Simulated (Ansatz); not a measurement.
hcp Ti (0 0 1) on wurtzite ZnO (1 1 0) (film strained to the substrate, faces as cut)

A periodic stack without vacuum, hcp Ti (0 0 1) on wurtzite ZnO (1 1 0) (film strained to the substrate, faces as cut): substrate slab Zn16O16, film Ti16, surface cells [[0, 1], [-1, 0]] and [[-2, 0], [-1, -2]], film strained by -3.4 and +4.0 %, faces OZn/OZn and Ti/Ti as cut (like faces can put a slab off its formula).

The start was prepared with a machine-learned potential, and the result is one local minimum, with the in-plane cell held and forces under 0.04 eV/Å; the film can end far from its bulk form.

Level of theory: PBE (plane waves to 420 eV, PAW; Ansatz, a program for electronic structure). No spin–orbit coupling; the runs are not spin-polarised; PBE gaps are too small against experiment. Its k-point mesh 5×5×1, Fermi–Dirac width 0.05 eV.

The interface area is 30.1 Å². The period is 23.14 Å. The gaps between the outermost planes at the two interfaces is 1.56 and 1.37 Å and the Ti–Zn contacts across the interfaces within 1.22 times the sum of covalent radii is 18, mean 2.97 Å. The O–Ti contacts across the interfaces within 1.22 times the sum of covalent radii is 4, mean 1.85 Å. The estimate of the barrier is withheld, since the Fermi level falls at or inside a band of the host, which a slab this thin can't settle.

```yaml
crystal:
  lattice:
    - [5.68025, -0.00012, -0.00572]
    - [0.00017, 5.29007, 0.22247]
    - [-2.39229, 0.53860, 23.18548]
  atoms:
    - { symbol: Zn, position: [0.99506, 0.52364, 0.04327] }
    - { symbol: Zn, position: [0.56744, 0.03440, 0.04029] }
    - { symbol: O, position: [0.95968, 0.93753, 0.05156] }
    - { symbol: O, position: [0.60879, 0.45526, 0.04558] }
    - { symbol: Zn, position: [0.48578, 0.54840, 0.12058] }
    - { symbol: Zn, position: [0.15924, 0.04561, 0.12254] }
    - { symbol: O, position: [0.49172, 0.92605, 0.11985] }
    - { symbol: O, position: [0.15217, 0.42362, 0.12135] }
    - { symbol: Zn, position: [0.01539, 0.52752, 0.19169] }
    - { symbol: Zn, position: [0.68699, 0.02759, 0.19077] }
    - { symbol: O, position: [0.01970, 0.90548, 0.19182] }
    - { symbol: O, position: [0.68213, 0.40652, 0.19033] }
    - { symbol: Zn, position: [0.54805, 0.50619, 0.26219] }
    - { symbol: Zn, position: [0.21679, 0.00615, 0.26289] }
    - { symbol: O, position: [0.54945, 0.88540, 0.26156] }
    - { symbol: O, position: [0.21477, 0.38504, 0.26190] }
    - { symbol: Zn, position: [0.07856, 0.48563, 0.33263] }
    - { symbol: Zn, position: [0.74485, 0.98554, 0.33266] }
    - { symbol: O, position: [0.07834, 0.86412, 0.33338] }
    - { symbol: O, position: [0.74548, 0.36446, 0.33308] }
    - { symbol: Zn, position: [0.61133, 0.46464, 0.40444] }
    - { symbol: Zn, position: [0.27471, 0.96510, 0.40412] }
    - { symbol: O, position: [0.60656, 0.84312, 0.40354] }
    - { symbol: O, position: [0.27866, 0.34312, 0.40304] }
    - { symbol: Zn, position: [0.14419, 0.44512, 0.47288] }
    - { symbol: Zn, position: [0.79842, 0.94424, 0.47394] }
    - { symbol: O, position: [0.13129, 0.82188, 0.47446] }
    - { symbol: O, position: [0.81375, 0.32127, 0.47501] }
    - { symbol: Zn, position: [0.73957, 0.38695, 0.55312] }
    - { symbol: Zn, position: [0.27718, 0.89215, 0.55104] }
    - { symbol: O, position: [0.65685, 0.79575, 0.54297] }
    - { symbol: O, position: [0.34919, 0.30510, 0.54137] }
    - { symbol: Ti, position: [0.94078, 0.26879, 0.66285] }
    - { symbol: Ti, position: [0.38879, 0.28203, 0.62047] }
    - { symbol: Ti, position: [0.67648, 0.80090, 0.62200] }
    - { symbol: Ti, position: [0.16831, 0.75923, 0.66041] }
    - { symbol: Ti, position: [0.60922, 0.48625, 0.73126] }
    - { symbol: Ti, position: [0.13039, 0.50493, 0.76359] }
    - { symbol: Ti, position: [0.37389, 0.01051, 0.73918] }
    - { symbol: Ti, position: [0.89592, 0.97475, 0.75098] }
    - { symbol: Ti, position: [0.94262, 0.23130, 0.86011] }
    - { symbol: Ti, position: [0.44570, 0.28257, 0.84291] }
    - { symbol: Ti, position: [0.66999, 0.74544, 0.82939] }
    - { symbol: Ti, position: [0.17732, 0.76233, 0.86364] }
    - { symbol: Ti, position: [0.80669, 0.50644, 0.93308] }
    - { symbol: Ti, position: [0.39466, 0.49186, 0.97882] }
    - { symbol: Ti, position: [0.57150, 0.98581, 0.92749] }
    - { symbol: Ti, position: [0.07447, 0.00669, 0.98099] }
```
